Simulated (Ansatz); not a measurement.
Base system: GaN in the wurtzite structure (space group P6_3mc, No. 186; a = 3.152 Å, c = 5.138 Å).

Structures relaxed with LDA, PAW, 420 eV (Ansatz, an electronic-structure program; no SOC).

Base:

Simulated powder pattern, Mo Kα, λ = 0.71073 Å (kinematic, ideal powder, no thermal factors, no anomalous dispersion; the 10 strongest lines at most, above 2 %, up to 2θ = 40°):

| 2θ (°) | I/Imax (%) | hkl |
|---|---|---|
| 14.96 | 42 | (100) |
| 15.90 | 35 | (002) |
| 16.96 | 100 | (101) |
| 21.90 | 22 | (102) |
| 26.06 | 33 | (110) |
| 28.36 | 35 | (103) |
| 30.68 | 31 | (112) |
| 31.26 | 17 | (201) |
| 34.30 | 5.2 | (202) |
| 38.89 | 12 | (203) |

After one change:

Simulated powder pattern, Mo Kα, λ = 0.71073 Å (kinematic, ideal powder, no thermal factors, no anomalous dispersion; the 10 strongest lines at most, above 2 %, up to 2θ = 40°):

| 2θ (°) | I/Imax (%) |
|---|---|
| 15.29 | 42 |
| 16.24 | 35 |
| 17.33 | 100 |
| 22.38 | 22 |
| 26.64 | 33 |
| 28.98 | 35 |
| 31.36 | 30 |
| 31.96 | 17 |
| 35.07 | 5.1 |
| 39.77 | 11 |

Q: Which of these changes matches the shifts?
A) pressure 2.1 GPa
B) pressure −2 GPa
C) pressure −1 GPa
D) pressure 15 GPa

A: D, pressure 15 GPa. Its volume per atom is 10.36 Å³ against 11.05 Å³, and its space group is P6_3mc (No. 186).

Load acts through the strain it causes; cell and atoms are relaxed under it. Whether these cells are dynamically stable was not tested. Tetrahedral semiconductors of this kind turn to denser phases somewhere between about 1 and 50 GPa; those were not computed, so compressed cells here can lie past the real transition.
